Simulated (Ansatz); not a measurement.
Model glasses of amorphous ZrO2, 63 to 67 atoms (Zr20O40 before any change). Each row is one cell at a composition chosen by hand, melted whole on the CHGNet potential with the anions pushed apart under 1.9 Å, quenched within some picoseconds, far faster than a real film, and relaxed with PBE, scalar-relativistic without spin-orbit coupling (plane waves to 420 eV, PAW; Ansatz, a first-principles code). Each is the lower in DFT energy of 2 quenches. Cycles of charging and discharging were tried on the cells ahead of these points, and a cell that came back lower was taken. The column on the box says what of it was relaxed with the atoms; held means as the quench left it. Cells that kept moments or hold spare charge are left out.

Formal charges balance in every cell, with the guest at the charge named. Neighbours are the O atoms within a cut-off of 1.2 times the sum of covalent radii (1.1 times for W, Ta, Lu, La); the radius is Shannon's ionic radius for that charge at the coordination found, taken on a straight line between listed coordinations where the table lacks it, averaged where a cell holds several guest atoms. The coordination is that of the cell taken. The cells ran without spin polarisation.

| guest | change of the cell | box | cut-off (Å) | O neighbours | ionic radius (Å) | mean guest-O distance (Å) |
|---|---|---|---|---|---|---|
| P5+ | +5 O, +2 P | shape | 2.08 | 4, 4 | 0.17 | 1.56 |
| Ge4+ | +1 Ge, +2 O | shape | 2.23 | 4 | 0.39 | 1.77 |
| Ga3+ | +2 Ga, +3 O | volume and shape | 2.26 | 5, 5 | 0.55 | 1.97 |
| W6+ | +3 O, +1 W | shape | 2.51 | 6 | 0.60 | 1.96 |
| Ta5+ | +5 O, +2 Ta | volume and shape | 2.60 | 7, 6 | 0.66 | 2.05 |
| Lu3+ | +2 Lu, +3 O | volume and shape | 2.78 | 7, 8 | 0.95 | withheld |
| La3+ | +2 La, +3 O | volume and shape | 3.00 | 8, 7 | 1.13 | 2.54 |
| K1+ | +2 K, +1 O | volume and shape | 3.23 | 9, 7 | 1.50 | 2.83 |

Q: Fit a straight line of the last column on the one before it through the 7 full rows, and predict the withheld value for Lu3+.

A: Means: x = 0.714, y = 2.097. Slope = Σ(Δx Δy) / Σ(Δx²) = 1.1975 / 1.2346 = 0.970; intercept = 2.097 − (0.970) × 0.714 = 1.404 Å; r.m.s. residual 0.025 Å. Prediction: 1.404 + (0.970) × 0.95 = 2.33 Å. The run gave 2.32 Å, a miss of 0.01 Å, within the residual.

Q: What would hard spheres give for this line?

A: A slope of 1 and an intercept at the radius of O2−, 1.35 Å for two neighbours to 1.40 Å for six in Shannon's table; the fit has 0.970 and 1.404 Å.
